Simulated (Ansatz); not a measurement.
Structures of equal composition on the (111) surface of fcc Rh: a pseudomorphic layer of Mo in the host's stacking; a pseudomorphic layer of Mo in the other hollow. The slabs share one bottom face, and each structure is named by its start. These are constructed structures in small cells; real faces may alloy, dewet or reconstruct in larger ones, and not all known structures of the face are among them. Slabs of about 11 Å, Fermi-Dirac smearing of 0.1 eV. Bottom of the slabs: a bare face, its two planes held. Relaxed from the named starts with such symmetry as they have, on meshes of like density; energies extrapolated to zero smearing; spin only where a row says so; no spin-orbit coupling, no U. Brackets mark spin-polarised runs, whose order is one that fits the cell.

The numbers are results of PBE (plane waves to 420 eV, PAW; Ansatz, an electronic-structure program), not measurements.

Problem. Order them by energy per 1x1 cell (lowest first) at the level PBE.

Solution. a pseudomorphic layer of Mo in the other hollow (0.000 eV), a pseudomorphic layer of Mo in the host's stacking (0.066 eV)
